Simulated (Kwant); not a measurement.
Model system: wire with a side stub in a ZnO two-dimensional gas. Effective mass 0.3 mₑ, grid spacing 8.3 nm, hard walls, nominal width 200 nm (25 grid rows, so walls 215.8 nm apart), one parabolic valley, scattering region 600 nm long along x; energies count from the band bottom; Fermi energy swept from 2.5069e-05 to 0.00029769 eV. Closed stub on one side, 220 nm wide and 210 nm deep.

The device is made up for the run: typed textbook-type constants, with dimensions and the other settings drawn at random.

Computed with Kwant: effective-mass tight-binding model on a square grid, one spin, coherent transport at 0 K. Conductance is in e²/h.

**Question.** How many channels do the leads carry at E = 0.160 meV?

**Answer.** The hard-wall thresholds are n² ħ²π²/(2mW²) = n² × 0.0269 meV with W = 215.8 nm. √(0.160/0.0269) = 2.44, so 2.
